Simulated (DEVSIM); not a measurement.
System: illuminated Ge n-on-p cell, one wavelength, at 350 K.

Layer 1 from the left is Ge, thickness (μm) 0.110, Nd (cm⁻³) 1.3e18, τn (s) 5.8e-9, τp (s) 1.3e-8, absorption coefficient (cm⁻¹) 7200. Layer 2 from the left is Ge, thickness (μm) 72.0, Na (cm⁻³) 5.1e15, τn (s) 5.8e-7, τp (s) 5.8e-7, absorption coefficient (cm⁻¹) 7200.

Left contact: ohmic, minority hole recombination velocity 2000 cm/s. Right contact: ohmic, minority electron recombination velocity 6000 cm/s. Voltage is applied to the left contact. Recombination: SRH at mid-gap, radiative, Auger. Light enters at the left, 2.2e18 photons cm⁻² s⁻¹, one pass, no reflection. Mobility is μmin + (μ − μmin)/(1 + (N/Nref)^α).

The device is made up for the run: typed textbook-type constants, with dimensions and the other settings drawn at random. Values at 300 K; Nc and Nv go as T^1.5, mobilities as T to minus their exponent, the gap by Varshni's rule with the affinity fixed.

Ge: gap (eV) 0.664, affinity (eV) 4, permittivity 16, Nc (cm⁻³) 1.04e19, Nv (cm⁻³) 6e18, μn (cm²/Vs) 3900, μp (cm²/Vs) 1900, μn,min 150, μp,min 100, Nref,n 2.6e17, Nref,p 4e17, αn 0.56, αp 0.6, T exponent of μn 1.66, T exponent of μp 2.33, B (cm³/s) 6.4e-14, Cn (cm⁶/s) 1e-31, Cp (cm⁶/s) 1e-31, Varshni α (eV/K) 0.000477, Varshni β (K) 235.

Simulated with DEVSIM: 1D drift-diffusion, Boltzmann statistics, complete ionisation; no tunnelling, impact ionisation, image-force lowering or self-heating.

Dark forward current:

```tsv
|V| (V)	|J| (A/cm²)
0.05	0.07253
0.10	0.4249
0.15	1.865
0.20	6.518
0.25	20.04
0.30	57.49
0.35	154.1
0.40	385.3
0.45	901.0
0.50	1963
0.55	3936
```

Q: Work out the local ideality factor n = ΔV / (kT/q · ln(J2/J1)) between the rows 0.15 and 0.20 V, 0.50 and 0.55 V.

A: kT/q = 30.16 mV. From 0.15 to 0.20 V: ln(6.518/1.865) = 1.251, n = 1.32. From 0.50 to 0.55 V: ln(3936/1963) = 0.696, n = 2.38.

Q: What current could the absorbed light give at most, and what share is collected?

A: Σ αd = 51.9, so qΦ(1 − exp(−Σ αd)) = 352 mA/cm². The simulated short-circuit current is 347.4 mA/cm², a share of 0.99.

Q: Estimate the open-circuit voltage by superposition: the voltage at which the dark current equals that short-circuit current.

A: Interpolating ln J in the table gives 0.094 V. The simulation gives 0.093 V, the same within the digits that matter. Superposition holds where collection doesn't change with voltage.
